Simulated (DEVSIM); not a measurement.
Device: abrupt Ge n-p junction, at 300 K.

```tsv
layer (left to right)	material	thickness (μm)	Nd (cm⁻³)	Na (cm⁻³)	τn (s)	τp (s)
1	Ge	2.40	2.4e17	-	5.3e-7	5.3e-7
2	Ge	0.930	-	3.4e17	5.3e-7	5.3e-7
```

Left contact: ohmic. Right contact: ohmic. Voltage is applied to the left contact. Recombination: SRH at mid-gap, Auger. Mobility is constant in doping.

Constants are typed, rounded textbook-type inputs, not results; the design itself was drawn at random and stands for no fabricated device. Values at 300 K.

```tsv
parameter	Ge
gap (eV)	0.664
affinity (eV)	4
permittivity	16
Nc (cm⁻³)	1.04e19
Nv (cm⁻³)	6e18
μn (cm²/Vs)	3900
μp (cm²/Vs)	1900
Cn (cm⁶/s)	1e-31
Cp (cm⁶/s)	1e-31
```

DEVSIM, 1D drift-diffusion, Boltzmann statistics, complete ionisation; no tunnelling, impact ionisation, image-force lowering or self-heating.

### Question
Give the dark forward current.

### Answer

(V (V), J (A/cm²)): (-0.05, -0.0017); (-0.10, -0.014); (-0.15, -0.096); (-0.20, -0.66); (-0.25, -4.6); (-0.30, -31); (-0.35, -210); (-0.40, -1400); (-0.45, -7100)
